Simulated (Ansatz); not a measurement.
The starting structures come from a database of crystals and need not be the phases stable at ambient conditions.

By PBEsol, the system below comes out a metal.

Given:

```
CELL_PARAMETERS angstrom
      2.93513     0.00000     0.00000
      0.00000     2.93513     0.00000
      0.00000     0.00000     2.87758
ATOMIC_POSITIONS crystal
  Ga 0.00000 0.00000 0.00000
  Ni 0.50000 0.50000 0.50000
```

Space group of this cell: P4/mmm. The cell is strained (lengths across the current scaled by 1.02, ions clamped); by PBEsol its mean pressure is -7.0 GPa.

The current flows along the normal of the first two printed cell vectors, the (001) (indices of the unstrained crystal) plane of the conventional cell. No spin-orbit coupling; the value is a mean over 0.1 eV about the Fermi level.

Q: Compute, with PBEsol run with Ansatz (a first-principles code), the ballistic conductance per area.

A: 1.0 × 10¹⁵ S/m² for both spins.
